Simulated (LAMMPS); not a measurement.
Melts of Cu (fcc) with 25 % of Cu sites Pd cooled to 300 K at several rates.

All values are model results, not measurements: classical MD, pair style eam, the elements' _u3.eam files (universal-3 set of Foiles, Baskes and Daw); code LAMMPS.

```json
[
 {"cooling rate (K/s)": "1e+12", "energy above the crystal": "0.048 eV/atom", "state": "glass", "density": "9.46 g/cm³ (one sample)", "coordination number of Cu by Pd": "3.74 (counted to 3.50 Å)", "rough cost": "30 core-minutes"},
 {"cooling rate (K/s)": "1e+13", "energy above the crystal": "0.052 eV/atom", "state": "glass", "density": "9.45 g/cm³ (one sample)", "coordination number of Cu by Pd": "3.74 (counted to 3.50 Å)", "rough cost": "5 core-minutes"},
 {"cooling rate (K/s)": "1e+14", "energy above the crystal": "0.054 eV/atom", "state": "glass", "density": "9.45 g/cm³ (one sample)", "coordination number of Cu by Pd": "3.67 (counted to 3.54 Å)", "rough cost": "4 core-minutes"}
]
```

Costs are rough and include melting and analysis.
